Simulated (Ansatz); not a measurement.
**A computed series for InP: point defects**

The parent structure is an 8-atom supercell of InP in the zinc blende structure (space group F-43m, No. 216) at its relaxed geometry.

```xyz
8
Lattice="-5.9073 0.0000 0.0000 0.0000 0.0000 5.9073 0.0000 5.9073 0.0000" Properties=species:S:1:pos:R:3 pbc="T T T"
P     -1.4768     4.4305     4.4305
P     -4.4305     1.4768     4.4305
P     -4.4305     4.4305     1.4768
P     -1.4768     1.4768     1.4768
In     0.0000     0.0000     0.0000
In    -2.9537     2.9537     0.0000
In    -2.9537     0.0000     2.9537
In     0.0000     2.9537     2.9537
```

One neutral defect a cell, atoms relaxed at fixed cell.

Level of theory: r2SCAN (Ansatz, an electronic-structure program, PAW, no spin-orbit coupling), earlier PAW set.

| change | largest displacement of a host atom from its site in the perfect cell | pressure |
|---|---|---|
| perfect supercell | – | 0.0 GPa |
| Rh on a P site | (withheld) | (withheld) |
| P interstitial (started 2.56 Å from the nearest host atom), symmetric start | 0.00 Å | 7.0 GPa |
| Ir on a In site, symmetric start | 0.27 Å | -4.5 GPa |
| P vacancy, symmetric start | 0.09 Å | -2.5 GPa |
| In interstitial (started 2.41 Å from the nearest host atom) | (withheld) | (withheld) |

Problem. Some entries are withheld; estimate them.

Solution. 
- Rh on a P site, largest displacement of a host atom from its site in the perfect cell: 0.05 Å
- Rh on a P site, pressure: 0.9 GPa
- In interstitial (started 2.41 Å from the nearest host atom), largest displacement of a host atom from its site in the perfect cell: 0.11 Å
- In interstitial (started 2.41 Å from the nearest host atom), pressure: 12.3 GPa

The magnetic state is the one reached from the starting moments; the real material's order can differ, and small cells can't hold many antiferromagnetic ones. The cell is small, so the values are those of an ordered compound at a high defect concentration; dilute-limit values will differ. A case with no gap was solved on a k-mesh chosen for an insulator, which is coarse for it. Defects with a symmetric start kept the site's symmetry and may sit on a saddle; the others started slightly shaken. Starting moments died away, wholly or in part, for Rh on a P site, Ir on a In site, P vacancy and In interstitial (started 2.41 Å from the nearest host atom); another magnetic solution may exist.
